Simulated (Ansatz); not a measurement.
CsCl-type MgO (model structure) (like a known high-pressure phase), treated with LDA (Ansatz, a first-principles code, PAW).

Settings: plane-wave cutoff 500 eV, 16×16×16 k mesh, Fermi–Dirac smearing 0.05 eV, scalar-relativistic PAW data made under PBE.

Cell (relaxed at this level):

```
CELL_PARAMETERS angstrom
      2.59833     0.00000     0.00000
      0.00000     2.59833     0.00000
      0.00000     0.00000     2.59833
ATOMIC_POSITIONS crystal
  Mg 0.00000 0.00000 0.00000
  O  0.50000 0.50000 0.50000
```

Question: Predict the band gap.

Answer: 
band gap: 2.84 eV (on the SCF k mesh)

Computed values are for the static lattice.

Computing time: very roughly 14 core-seconds.

A model structure was made by putting elements into a prototype or built by hand; it is no filed structure, need not be a known phase, and can be a saddle point held by its symmetry.
